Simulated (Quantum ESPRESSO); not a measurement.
The steps of a band-structure calculation for Zr (P6_3/mmc, 2 atoms in the cell) with Quantum ESPRESSO.

Method of the run: PBE, GBRV 1.5 ultrasoft (PBE) pseudopotentials (plane waves; Quantum ESPRESSO).

Step 1 (scf):

```fortran
&control
  calculation = 'scf'
  outdir = './tmp'
  pseudo_dir = './'
  tprnfor = .true.
  tstress = .true.
/
&system
  ibrav = 0
  celldm(1) = 5.985364678
  nat = 2
  ntyp = 1
  ecutwfc = 40
  ecutrho = 320
  occupations = 'smearing'
  smearing = 'fd'
  degauss = 0.0036749
/
&electrons
  conv_thr = 1.0e-11
  mixing_beta = 0.7
/
ATOMIC_SPECIES
Zr    91.2240  zr_pbe_v1.uspp.F.UPF
CELL_PARAMETERS alat
   1.000000000     0.000000000     0.000000000
  -0.500000000     0.866025404     0.000000000
   0.000000000     0.000000000     1.596744016
ATOMIC_POSITIONS crystal
Zr    0.333333333    0.666666667    0.250000000
Zr    0.666666667    0.333333333    0.750000000
K_POINTS automatic
10 10 5  0 0 0
```

Step 2 (bands):

```fortran
&control
  calculation = 'bands'
  outdir = './tmp'
  pseudo_dir = './'
  verbosity = 'high'
/
&system
  ibrav = 0
  celldm(1) = 5.985364678
  nat = 2
  ntyp = 1
  ecutwfc = 40
  ecutrho = 320
  occupations = 'smearing'
  smearing = 'fd'
  degauss = 0.0036749
  nbnd = 19
/
&electrons
  conv_thr = 1.0e-11
  startingwfc = 'random'
  diago_thr_init = 1.0d-6
  diagonalization = 'cg'
/
ATOMIC_SPECIES
Zr    91.2240  zr_pbe_v1.uspp.F.UPF
CELL_PARAMETERS alat
   1.000000000     0.000000000     0.000000000
  -0.500000000     0.866025404     0.000000000
   0.000000000     0.000000000     1.596744016
ATOMIC_POSITIONS crystal
Zr    0.333333333    0.666666667    0.250000000
Zr    0.666666667    0.333333333    0.750000000
K_POINTS crystal_b
12
  0.00000000   0.00000000   0.00000000  11  ! G
  0.50000000   0.00000000   0.00000000   7  ! M
  0.33333333   0.33333333   0.00000000  13  ! K
  0.00000000   0.00000000   0.00000000   6  ! G
  0.00000000   0.00000000   0.50000000  11  ! A
  0.50000000   0.00000000   0.50000000   7  ! L
  0.33333333   0.33333333   0.50000000  13  ! H
  0.00000000   0.00000000   0.50000000   1  ! A
  0.50000000   0.00000000   0.50000000   6  ! L
  0.50000000   0.00000000   0.00000000   1  ! M
  0.33333333   0.33333333   0.00000000   6  ! K
  0.33333333   0.33333333   0.50000000   1  ! H
```

Step 3 (bands.x):

```fortran
&bands
  outdir = './tmp'
  filband = 'bands.dat'
  lsym = .false.
/
```

Output of bands (abridged):

```
     Atomic positions and unit cell read from directory:
     ./tmp/pwscf.save/

     Message from routine setup:
     using ibrav=0 with symmetry is DISCOURAGED, use correct ibrav instead
     G-vector sticks info
     --------------------
     sticks:   dense  smooth     PW     G-vecs:    dense   smooth      PW
     Sum         793     385    121                28519    10071    1785

     bravais-lattice index     =            0
   [... lines left out ...]
     unit-cell volume          =     296.5089 (a.u.)^3
     number of k points=    83  Fermi-Dirac smearing, width (Ry)=  0.0037
   [... lines left out ...]
                       cart. coord. in units 2pi/alat
        k(    1) = (   0.0000000   0.0000000   0.0000000), wk =   0.0240964
        k(    2) = (   0.0454545   0.0262432   0.0000000), wk =   0.0240964
        k(    3) = (   0.0909091   0.0524864   0.0000000), wk =   0.0240964
   [... 80 lines left out ...]

     Dense  grid:    28519 G-vectors     FFT dimensions: (  36,  36,  60)

     Smooth grid:    10071 G-vectors     FFT dimensions: (  25,  25,  40)

     The potential is recalculated from file :
     ./tmp/pwscf.save/charge-density

     negative rho (up, down):  1.269E-01 0.000E+00

     Band Structure Calculation
     CG style diagonalization

     ethr =  1.00E-06,  avg # of iterations = 22.6

     End of band structure calculation

          k = 0.0000 0.0000 0.0000 (  1243 PWs)   bands (ev):

   -33.5988 -33.4041 -12.2356 -11.1958 -11.1958 -11.0331 -11.0301 -11.0301
     9.3900  11.9451  16.0058  16.0059  16.1450  16.5164  16.7510  16.7510
    17.3952  17.3952  19.8455

          k = 0.0455 0.0262 0.0000 (  1255 PWs)   bands (ev):

   -33.5957 -33.4028 -12.2280 -11.2132 -11.2015 -11.0482 -11.0363 -11.0323
     9.4527  12.0029  15.7867  16.0637  16.3281  16.3743  16.6938  16.8055
    17.3144  17.3372  19.8903

   [... 81 blocks of this kind left out ...]
```

Output of bands.x (abridged):

```
     Reading xml data from directory:

     ./tmp/pwscf.save/

     G-vector sticks info
     --------------------
     sticks:   dense  smooth     PW     G-vecs:    dense   smooth      PW
     Sum         793     385    121                28519    10071    1785

     negative rho (up, down):  1.269E-01 0.000E+00
     Reading collected, re-writing distributed wavefunctions
     high-symmetry point:  0.0000 0.0000 0.0000   x coordinate   0.0000
     high-symmetry point:  0.5000 0.2887 0.0000   x coordinate   0.5774
     high-symmetry point:  0.3333 0.5774 0.0000   x coordinate   0.9107
     high-symmetry point:  0.0000 0.0000 0.0000   x coordinate   1.5774
     high-symmetry point:  0.0000 0.0000 0.3131   x coordinate   1.8905
     high-symmetry point:  0.5000 0.2887 0.3131   x coordinate   2.4678
     high-symmetry point:  0.3333 0.5774 0.3131   x coordinate   2.8012
     high-symmetry point:  0.0000 0.0000 0.3131   x coordinate   3.4678
     high-symmetry point:  0.5000 0.2887 0.3131   x coordinate   3.4678
     high-symmetry point:  0.5000 0.2887 0.0000   x coordinate   3.7810
     high-symmetry point:  0.3333 0.5774 0.0000   x coordinate   3.7810
     high-symmetry point:  0.3333 0.5774 0.3131   x coordinate   4.0941

     Plottable bands (eV) written to file bands.dat.gnu
     Bands written to file bands.dat

   JOB DONE.
```

The starting cell comes from a database of computed structures (which also holds hypothetical and non-ambient phases and stackings), without a prior relaxation at this level. Its lattice was rescaled by a random factor within 2.5 % of one.
